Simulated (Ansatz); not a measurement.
## Several settings converged on a (001) slab of Ge2Mo (cut from a parent of space group no. 139; 6 atoms in the cell)

```
CELL_PARAMETERS angstrom
      3.33679     0.00000     0.00000
      0.00000     3.33679     0.00000
      0.00000     0.00000    20.77391
ATOMIC_POSITIONS crystal
  Ge 0.50000 0.50000 0.66304
  Ge 0.00000 0.00000 0.33696
  Mo 0.00000 0.00000 0.59901
  Ge 0.00000 0.00000 0.46502
  Ge 0.50000 0.50000 0.53498
  Mo 0.50000 0.50000 0.40099
```

Base method: LDA (PW92), default PAW files made with PBE (plane waves; Ansatz, an electronic-structure program).

Base settings: basis.ecutwfc = 420 eV; kpoints.mp_grid.grid = 9 9 1; hamiltonian.xc = lda; hamiltonian.pseudopotentials = {kind: paw} (the program's default PAW files); scf.occupations.method = gaussian; scf.occupations.width = 0.1 eV.

The count of work is k-points × plane waves × bands × iterations; it is no time. 

**The vacuum**

The mesh stays at the base's, so the ladder's end is converged at best in this setting alone.

Only quantities that move along the ladder and can be compared are tabulated.

| vacuum between outermost atoms (Å) | free energy less the last step's (meV/atom) | largest difference of a force vector from the last step's (eV/Å) | count of work / last |
|---|---|---|---|
| 3.0 | -67.33 | 0.460 | 0.27 |
| 4.0 | -14.70 | 0.198 | 0.29 |
| 5.0 | -2.56 | 0.056 | 0.32 |
| 6.0 | -0.36 | 0.015 | 0.35 |
| 7.0 | -0.05 | 0.005 | 0.38 |
| 8.0 | -0.01 | 0.001 | 0.40 |
| 10.0 | 0.00 | 0.000 | 0.46 |
| 12.0 | 0.00 | 0.000 | 0.51 |
| 14.0 | 0.00 | 0.000 | 0.57 |
| 17.0 | 0.00 | 0.000 | 0.65 |
| 20.0 | 0.00 | 0.000 | 0.73 |
| 25.0 | 0.01 | 0.000 | 0.86 |
| 30.0 | 0.00 | 0.000 | 1.0 |

Smallest vacuum between outermost atoms (Å) that holds the free energy within 2 meV/atom of the last step, with all finer ones: 6.0, at 0.35 of the last step's count of work; the step before is off by 2.6 meV/atom.

Smallest vacuum between outermost atoms (Å) that holds the forces within 0.01 eV/Å of the last step, with all finer ones: 7.0, at 0.38 of the last step's count of work; the step before is off by 0.015 eV/Å.

**The plane-wave cutoff**

The mesh stays at the base's, so the ladder's end is converged at best in this setting alone.

Only quantities that move along the ladder and can be compared are tabulated.

```tsv
basis.ecutwfc	free energy less the last step's (meV/atom)	largest difference of a force vector from the last step's (eV/Å)	count of work / last
210 eV	4818.85	0.194	0.14
250 eV	1032.96	0.105	0.16
295 eV	135.45	0.029	0.21
355 eV	6.08	0.001	0.28
420 eV	1.45	0.000	0.36
505 eV	0.57	0.000	0.47
630 eV	0.32	0.000	0.66
840 eV	0.00	0.000	1.0
```

Coarsest basis.ecutwfc that holds the forces within 0.01 eV/Å of the last step, with all finer ones: 355 eV, at 0.28 of the last step's count of work; the step before is off by 0.029 eV/Å.

Coarsest basis.ecutwfc that holds the free energy within 2 meV/atom of the last step, with all finer ones: 420 eV, at 0.36 of the last step's count of work; the step before is off by 6.1 meV/atom.

On the base run: the starting cell comes from a database of computed structures (which also holds hypothetical and non-ambient phases and stackings), without a prior relaxation at this level. The slab is cut from that crystal, and its faces are unrelaxed. Its lattice was rescaled by up to half a per cent. Spin polarisation is off.

Keys are those of Ansatz 0.2.
